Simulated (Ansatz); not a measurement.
System: SrZrO3 (Cmcm, No. 63, 20 atoms in the cell; start mp-3626; a measured phase of this formula has another space group). Method: PBEsol (PAW; Ansatz, a quantum-chemistry and plane-wave program).

Settings: plane-wave cutoff 520 eV, 6×6×4 k mesh (along the axes of the cell as run), Fermi–Dirac smearing 0.01 eV, scalar-relativistic PAW data made under PBE.

Cell (relaxed with PBEsol):

```yaml
crystal:
  lattice:
    - [4.06491, -4.11329, 0.00000]
    - [4.06491, 4.11329, 0.00000]
    - [0.00000, 0.00000, 8.19575]
  atoms:
    - { symbol: Sr, position: [0.98784, 0.01216, 0.75000] }
    - { symbol: Sr, position: [0.01216, 0.98784, 0.25000] }
    - { symbol: Sr, position: [0.49427, 0.50573, 0.75000] }
    - { symbol: Sr, position: [0.50573, 0.49427, 0.25000] }
    - { symbol: Zr, position: [0.50000, 0.00000, 0.00000] }
    - { symbol: Zr, position: [0.50000, 0.00000, 0.50000] }
    - { symbol: Zr, position: [0.00000, 0.50000, 0.00000] }
    - { symbol: Zr, position: [0.00000, 0.50000, 0.50000] }
    - { symbol: O, position: [0.95599, 0.44654, 0.75000] }
    - { symbol: O, position: [0.04401, 0.55346, 0.25000] }
    - { symbol: O, position: [0.44654, 0.95599, 0.25000] }
    - { symbol: O, position: [0.55346, 0.04401, 0.75000] }
    - { symbol: O, position: [0.21082, 0.78918, 0.54635] }
    - { symbol: O, position: [0.78918, 0.21082, 0.45365] }
    - { symbol: O, position: [0.78918, 0.21082, 0.04635] }
    - { symbol: O, position: [0.21082, 0.78918, 0.95365] }
    - { symbol: O, position: [0.29279, 0.29279, 0.00000] }
    - { symbol: O, position: [0.70721, 0.70721, 0.00000] }
    - { symbol: O, position: [0.70721, 0.70721, 0.50000] }
    - { symbol: O, position: [0.29279, 0.29279, 0.50000] }
```

Task: Give the computed band gap and smallest direct gap on the k points sampled.

Result: 
* **band gap**: 3.55 eV
* **smallest direct gap on the k points sampled**: 3.58 eV

Spin–orbit coupling is not included.

The computed numbers hold no vibrational or temperature effects.

Cost on a shared machine: roughly 80 core-seconds.

A start named mp-… is a Materials Project structure, which need not be a measured phase.
